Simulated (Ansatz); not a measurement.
What uniaxial strain ε_zz = +1.80 % does to Cu3N

The parent structure is Cu$_{3}$N (space group Pm-3m, No. 221; a = 3.721 Å). Axes: x, y, z lie along the cube axes.

One thing is altered: uniaxial strain ε_zz = +1.80 %, all other strain components held at zero; the atoms relax in the strained cell.

Calculations: plane-wave PAW DFT at the LDA level (Ansatz, an electronic-structure program, 420 eV), scalar-relativistic without spin-orbit coupling. Settings: 13×13×13 k-points, 0.05 eV Fermi–Dirac smearing.

- Volume per atom: 13.11 Å³ (base 12.88 Å³)
- Space group: P4/mmm (No. 123) (base Pm-3m (No. 221))
- Shortest interatomic distance: 1.860 Å (base 1.860 Å)
- Energy relative to the base (free energy F): +3.8 meV/atom
- Pressure (mean of the normal stresses, compression positive): -2.5 GPa (base 0.0 GPa)
- Band gap: zero (base zero)
- Valley order (the lowest conduction-band minima on the path, energy above the VBM, named in the base's zone): M along [011] 0.02 eV; M along [110] 0.03 eV; Γ 1.21 eV
- Stress (xx, yy, zz, yz, xz, xy; compression positive): (-1.1, -1.1, -5.1, 0.0, 0.0, 0.0) GPa (rough)

Final structure:

```
Cu3N
1.0
    3.72085     0.00000     0.00000
    0.00000     3.72085     0.00000
    0.00000     0.00000     3.78783
Cu N
3 1
Direct
  0.50000   0.00000   0.00000
  0.00000   0.50000   0.00000
  0.00000   0.00000   0.50000
  0.00000   0.00000   0.00000
```

Without a gap, meshes like the base's 13×13×13 leave anisotropic stresses uncertain by several tenths of a GPa, and small strain energies with them. Stability against distortions was not tested. All final runs are without spin polarisation. Gaps under 0.05 eV, about the width of the smearing, are given as zero. A zero or small gap of Cu3N can be the functional's error rather than a property of the material.
